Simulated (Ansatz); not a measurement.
Consider CsSnBr₃ in the cubic perovskite structure (space group Pm-3m, No. 221).

```yaml
crystal:
  lattice:
    - [5.76450, 0.00000, 0.00000]
    - [0.00000, 5.76450, 0.00000]
    - [0.00000, 0.00000, 5.76450]
  atoms:
    - { symbol: Cs, position: [0.00000, 0.00000, 0.00000] }
    - { symbol: Sn, position: [0.50000, 0.50000, 0.50000] }
    - { symbol: Br, position: [0.00000, 0.50000, 0.50000] }
    - { symbol: Br, position: [0.50000, 0.50000, 0.00000] }
    - { symbol: Br, position: [0.50000, 0.00000, 0.50000] }
```

Cartesian axes are those of the cell as printed.

Calculations: DFT with PBEsol, PAW potentials and a 420 eV plane-wave cutoff in Ansatz (a quantum-chemistry and plane-wave program), no SOC.

Perturbation: tensile biaxial strain of 3.34 % in the plane normal to [110], as in epitaxy on a mismatched substrate; the out-of-plane cell vector and the atoms relax.

Estimate the effect on the out-of-plane strain.

The out-of-plane strain amounts to -2.98 %.

What does the calculation give for the in-plane stress after the change?

The mean in-plane stress (compression positive) amounts to -1.0 GPa.

Stability against distortions was not tested. Many cubic perovskites are stable only at high temperature; tilts and polar distortions were not tested.
